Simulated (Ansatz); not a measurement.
The starting structures come from a database of crystals and need not be the phases stable at ambient conditions.

 Where the default PAW files enter, the runs use the earlier of Ansatz's two default sets.

The decay constant κ of evanescent states in the gap governs leakage through a thin film.

Data:

```xyz
12
Lattice="4.1141 0.0000 0.0000 0.0000 5.0812 0.0000 0.0000 0.0000 4.5272" Properties=species:S:1:pos:R:3 pbc="T T T"
Si     2.0571     3.3146     3.3954
Si     2.0571     1.7667     1.1318
Si     0.0000     4.3073     1.1318
Si     0.0000     0.7739     3.3954
O      3.0070     1.9432     2.6256
O      1.1071     3.1381     1.9015
O      3.1642     0.5975     0.3620
O      0.9500     4.4838     4.1651
O      0.9500     0.5975     1.9015
O      3.1642     4.4838     2.6256
O      1.1071     1.9432     4.1651
O      3.0070     3.1381     0.3620
```

Space group of this cell: Pbcn. The cell is taken as given; by PBEsol its mean pressure is -6.9 GPa.

Transport runs along the normal of the first two printed cell vectors.

The gap is the functional's own, uncorrected, and κ follows it; spin-orbit coupling is left out. Mid-gap values are interpolated between the computed energies.

Task: State the band gap and the smallest decay constant κ at mid-gap according to PBEsol (Ansatz, a first-principles code).

Result: Gap 5.24 eV on a 8×6×8 mesh; κ = 0.370 1/Å, at the zone centre.
